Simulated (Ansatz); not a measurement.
**A computed series for InP: response to strain**

Start from InP in the zinc blende structure (space group F-43m, No. 216; a = 5.907 Å). Axes: x, y, z lie along the cube axes.

Strains are applied to the cell and any free atomic positions relax; under biaxial strain the out-of-plane vector relaxes too; under stress the whole cell relaxes.

Levels (all Ansatz, a first-principles code, PAW, earlier PAW set): r2SCAN (500 eV, no SOC); HSE06 (420 eV, no spin-orbit coupling); HSE06+SOC (420 eV, noncollinear with spin-orbit coupling).

Band gaps by level, all at the geometries relaxed with r2SCAN:

```tsv
case	r2SCAN	HSE06	HSE06+SOC
base	1.02 eV	1.35 eV	1.32 eV
biaxial strain −0.79 %, plane normal [001], relaxed out of plane	1.04 eV	1.36 eV	1.33 eV
biaxial strain +0.48 %, plane normal [111], relaxed out of plane	0.95 eV	1.27 eV	1.25 eV
uniaxial strain ε_xx = −3.90 %	1.12 eV	1.46 eV	1.45 eV
uniaxial stress, 5 GPa compression along z	0.71 eV	1.02 eV	1.02 eV
uniaxial stress, 3 GPa tension along x	0.82 eV	1.14 eV	1.11 eV
```

Single points use the geometry relaxed with r2SCAN. The spin-orbit shifts are approximate. Beyond what the load breaks, stability against distortions was not tested.
